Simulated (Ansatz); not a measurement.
Defect: O vacancy in polar orthorhombic HfO2, neutral cell. The step: a nearby O atom hops onto the vacant site; the atom moves 2.42 Å along (0.04, 0.00, -0.47) of the unit cell; the moving atom starts with neighbours Hf at 2.11, Hf at 2.18, Hf at 2.24, Hf at 2.31; O at 2.56, O at 2.63, O at 2.67, O at 2.69 Å and ends with Hf at 2.12, Hf at 2.17, Hf at 2.20, Hf at 2.32; O at 2.57, O at 2.63, O at 2.67, O at 2.68 Å. DFT values are from Ansatz (plane-wave PAW, 420 eV unless said) in a cell of 96 host sites, spin-restricted, static, with no finite-size correction. The host's phase is taken as given; its stability against other phases was not computed. The charge state is imposed; whether it is stable for some Fermi level was not computed. Forms of the defect that were not tried may lie lower. For the PBE band: the program found a first-order saddle point.

```json
[
 {"Level": "CHGNet universal potential (has no charge state), its own band", "Forward barrier (eV)": "0.50", "Cost of the band or of the saddle's single point": "-"},
 {"Level": "PBE, the Γ point alone, band relaxed", "Forward barrier (eV)": "2.31", "Cost of the band or of the saddle's single point": "about 60 core-minutes (a rough figure)"},
 {"Level": "PBE, a 2×2×2 k-point mesh shifted by half a step, same geometries", "Forward barrier (eV)": "2.42", "Cost of the band or of the saddle's single point": "around 9 core-minutes (rough)"},
 {"Level": "r2SCAN at 500 eV, the Γ point alone, same geometries", "Forward barrier (eV)": "___", "Cost of the band or of the saddle's single point": "about 2.2 core-minutes (a rough figure)"}
]
```

Q: Some entries are withheld; supply them.

A: 
- r2SCAN at 500 eV, the Γ point alone, same geometries, Forward barrier (eV): 2.54

Ansatz is an electronic-structure program.
